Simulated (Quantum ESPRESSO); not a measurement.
A self-consistent single point of Zr3N2 (R-3c, 10 atoms in the cell) with Quantum ESPRESSO.

Method: PBEsol, GBRV 1.5 ultrasoft (PBESOL) pseudopotentials (plane waves; Quantum ESPRESSO).

```xyz
10
Lattice="2.8251 1.6311 5.2360 -2.8251 1.6311 5.2360 0.0000 -3.2622 5.2360" Properties=species:S:1:pos:R:3 pbc="T T T"
Zr     0.9877    -1.6311     6.5450
Zr    -0.9877     1.6311     9.1629
Zr     0.9187     1.6709     6.5450
Zr    -0.9187    -1.6709     9.1629
Zr    -1.9064    -0.0398     6.5450
Zr     1.9064     0.0398     9.1629
N      0.0000     0.0000     5.3174
N      0.0000     0.0000    10.3905
N      0.0000     0.0000     2.5365
N      0.0000     0.0000    13.1714
```

Reference input (self-consistent single point, DFT, PBEsol, plane waves, GBRV 1.5 ultrasoft (PBESOL) pseudopotentials): ecutwfc = 40 Ry; ecutrho = 320 Ry; occupations = smearing; smearing = fd; degauss = 0.0036749 Ry; potentials = {Zr: zr_pbesol_v1.uspp.F.UPF, N: n_pbesol_v1.2.uspp.F.UPF}; K_POINTS = automatic 4 4 4 0 0 0; conv_thr = 1e-10 Ry; mixing_beta = 0.4. This run's input differs from it in these lines:

```diff
@@ -15,4 +15,4 @@
     occupations = 'smearing',
-    smearing = 'fd',
-    degauss = 0.0036749,
+    smearing = 'cold',
+    degauss = 0.02205,
 /
```

Output (repeated stretches shortened):

```
     Self-consistent Calculation

     iteration #  1     ecut=    40.00 Ry     beta= 0.40

     negative rho (up, down):  3.670E-01 0.000E+00

     total energy              =    -675.53830055 Ry
     estimated scf accuracy    <       2.37785596 Ry

     iteration #  2     ecut=    40.00 Ry     beta= 0.40

     negative rho (up, down):  3.697E-01 0.000E+00

     total energy              =    -676.22425790 Ry
     estimated scf accuracy    <       0.64690395 Ry

     iteration #  3     ecut=    40.00 Ry     beta= 0.40

     negative rho (up, down):  3.734E-01 0.000E+00

     total energy              =    -676.30758740 Ry
     estimated scf accuracy    <       0.02443175 Ry

   [... 9 blocks of this kind left out ...]

     iteration # 13     ecut=    40.00 Ry     beta= 0.40

     negative rho (up, down):  3.760E-01 0.000E+00

     total energy              =    -676.31616752 Ry
     estimated scf accuracy    <          4.8E-10 Ry

     iteration # 14     ecut=    40.00 Ry     beta= 0.40

     negative rho (up, down):  3.760E-01 0.000E+00
     End of self-consistent calculation

     the Fermi energy is    15.5958 ev

!    total energy              =    -676.31616752 Ry
     estimated scf accuracy    <          2.7E-11 Ry
     smearing contrib. (-TS)   =       0.00411307 Ry
     internal energy E=F+TS    =    -676.32028059 Ry

     convergence has been achieved in  14 iterations

     negative rho (up, down):  3.760E-01 0.000E+00

     Forces acting on atoms (cartesian axes, Ry/au):

     atom    1 type  1   force =     0.00432157    0.00000000   -0.00000000
     atom    2 type  1   force =    -0.00432157    0.00000000    0.00000000
     atom    3 type  1   force =    -0.00216078    0.00374259    0.00000000
     atom    4 type  1   force =     0.00216078   -0.00374259    0.00000000
     atom    5 type  1   force =    -0.00216078   -0.00374259    0.00000000
   [... lines left out ...]
     Total force =     0.010996     Total SCF correction =     0.000003
   [... lines left out ...]

     negative rho (up, down):  3.760E-01 0.000E+00
          total   stress  (Ry/bohr**3)                   (kbar)     P=      -55.32
  -0.00037190   0.00000000  -0.00000000          -54.71        0.00       -0.00
  -0.00000000  -0.00037190   0.00000000           -0.00      -54.71        0.00
  -0.00000000   0.00000000  -0.00038444           -0.00        0.00      -56.55

   JOB DONE.
```

The run converged in 14 iterations. Against the reference run the free energy rises by 5.8 meV/atom, the pressure hardly changes (-5.46 to -5.53 GPa) and the largest force hardly changes (0.112 to 0.111 eV/Å).

The starting cell comes from a database of computed structures (which also holds hypothetical and non-ambient phases and stackings), without a prior relaxation at this level. With a pressure of about -6 GPa the cell is away from its equilibrium volume at this level.

Cost on one core of a shared machine: roughly 2 min.
